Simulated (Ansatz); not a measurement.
## ZnAu: biaxial strain +0.72 %, plane normal [001], relaxed out of plane

Base system: ZnAu in the CsCl type structure (space group Pm-3m, No. 221; a = 3.1286 Å; relaxed with 0.1 eV smearing). Axes: x, y, z lie along the cube axes.

Now apply this change: biaxial strain +0.72 %, plane normal [001], relaxed out of plane (Cartesian); in-plane vectors clamped, the third vector and the atoms free.

Computed with PBEsol in Ansatz (plane waves to 420 eV, PAW, without spin-orbit coupling). Γ-centred 18×18×18 mesh, Fermi–Dirac width 0.1 eV.

| quantity | base | changed | shift |
|---|---|---|---|
| space group | Pm-3m (No. 221) | P4/mmm (No. 123) | – |
| shortest interatomic distance | 2.709 Å | 2.711 Å | +0.0012 Å |
| energy relative to the base (free energy F) | 0 meV/atom | +0.1 meV/atom | +0.1 meV/atom |
| band gap | zero | zero | – |
| out-of-plane strain | – | -1.32 % | – |
| mean in-plane stress (compression positive) | – | -0.2 GPa | – |

Whether these cells are dynamically stable was not tested.

Ansatz is an electronic-structure program.
